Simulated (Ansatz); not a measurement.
System: interstitial B in 2H silicon carbide (charge state +3). Calculation: PBE, PAW (plane waves to 420 eV; Ansatz, a program for electronic structure).

Settings: 72 host sites, the relaxed PBE lattice, the Γ point alone, smearing 0.01 eV, spin-restricted, no image-charge correction. No zero-point or tunnelling terms. The host's phase is taken as given; its stability against other phases was not computed. The charge state is imposed; whether it is stable for some Fermi level was not computed. Sites that were not tried may lie lower. The start lies 0.47 eV above the lowest site run (PBE).

Barriers: single points on a 2×2×2 k-point mesh shifted by half a step along c at the bands' geometries (they differ from the bands' own by up to 0.27 eV, and are uncertain by about as much).

Relaxed starting cell (atoms counted from 1):

```
BC36Si36
1.0
    9.27650     0.00000     0.00000
   -4.63825     8.03368     0.00000
    0.00000     0.00000    10.14789
Si C B
36 36 1
Direct
  0.22389   0.11230   0.25093
  0.22079   0.11075   0.74865
  0.21705   0.44612   0.25262
  0.21693   0.44128   0.74745
  0.21705   0.77164   0.25263
  0.21692   0.77635   0.74745
  0.55919   0.11396   0.24857
  0.55552   0.11381   0.74630
  0.55921   0.44594   0.24858
  0.55552   0.44242   0.74631
  0.58482   0.79275   0.27231
  0.55100   0.77585   0.74561
  0.89636   0.11750   0.25325
  0.88733   0.11121   0.75080
  0.88428   0.44249   0.25117
  0.88693   0.44381   0.74877
  0.89637   0.77957   0.25325
  0.88733   0.77682   0.75080
  0.10891   0.21985   0.99980
  0.11104   0.22212   0.50062
  0.10946   0.55508   0.99922
  0.10905   0.55488   0.50043
  0.10891   0.88978   0.99980
  0.11104   0.88963   0.50062
  0.44263   0.22167   0.99796
  0.44244   0.22157   0.49702
  0.43610   0.53612   0.98431
  0.44190   0.55287   0.50240
  0.43610   0.90071   0.98429
  0.44190   0.88974   0.50240
  0.77932   0.22396   0.99953
  0.77747   0.22217   0.49985
  0.77932   0.55607   0.99953
  0.77747   0.55599   0.49985
  0.78315   0.89193   0.00517
  0.78290   0.89180   0.50594
  0.22142   0.11106   0.43823
  0.22128   0.11099   0.93851
  0.22210   0.44539   0.43913
  0.21712   0.43978   0.93602
  0.22210   0.77742   0.43913
  0.21711   0.77805   0.93601
  0.55357   0.10822   0.43580
  0.55778   0.11693   0.93519
  0.55357   0.44606   0.43581
  0.55777   0.44157   0.93520
  0.55692   0.77881   0.44903
  0.54510   0.77291   0.95493
  0.88911   0.11165   0.44070
  0.88548   0.10885   0.93980
  0.88688   0.44379   0.43878
  0.88945   0.44508   0.93815
  0.88910   0.77817   0.44070
  0.88548   0.77734   0.93980
  0.11722   0.22771   0.18832
  0.10872   0.22054   0.68843
  0.10530   0.55300   0.18905
  0.10882   0.55476   0.68827
  0.11723   0.89021   0.18832
  0.10872   0.88889   0.68843
  0.44610   0.22341   0.18706
  0.44311   0.22191   0.68590
  0.44443   0.57372   0.17832
  0.44177   0.55404   0.69137
  0.44444   0.87144   0.17833
  0.44177   0.88844   0.69137
  0.77747   0.21977   0.18792
  0.77613   0.22148   0.68820
  0.77747   0.55840   0.18792
  0.77614   0.55535   0.68820
  0.79207   0.89638   0.19385
  0.77481   0.88776   0.69422
  0.46688   0.73381   0.10199
```
Cell charge +3.

End state 1 differs by these moves (Å; atoms that move under 0.08 Å are left out):

| atom | element | Δx | Δy | Δz |
|---|---|---|---|---|
| 5 | Si | -0.07 | 0.06 | 0.01 |
| 7 | Si | -0.08 | 0.03 | 0.05 |
| 11 | Si | -0.43 | 0.00 | 0.00 |
| 13 | Si | -0.08 | -0.03 | -0.05 |
| 17 | Si | -0.07 | -0.06 | -0.01 |
| 29 | Si | 0.07 | -0.07 | 0.21 |
| 35 | Si | 0.07 | 0.07 | -0.21 |
| 44 | C | 0.00 | -0.06 | 0.05 |
| 48 | C | 0.13 | 0.00 | 0.00 |
| 50 | C | 0.00 | 0.06 | -0.05 |
| 59 | C | -0.12 | 0.00 | 0.00 |
| 63 | C | 0.15 | 0.00 | 0.00 |
| 65 | C | -0.20 | 0.20 | 0.16 |
| 71 | C | -0.20 | -0.20 | -0.16 |
| 73 | B | 1.21 | 0.00 | 0.00 |

Question: What forward and backward barriers to end state 1 does PBE, PAW give?

Answer: forward 0.33 eV, backward 0.33 eV; at the saddle point atom 73 has neighbours C at 1.56, C at 1.78, 2 C at 1.92; Si at 1.89, Si at 2.17 Å. The saddle point's order was not checked, and it lies on a symmetry element of the cell, where a band can be held.
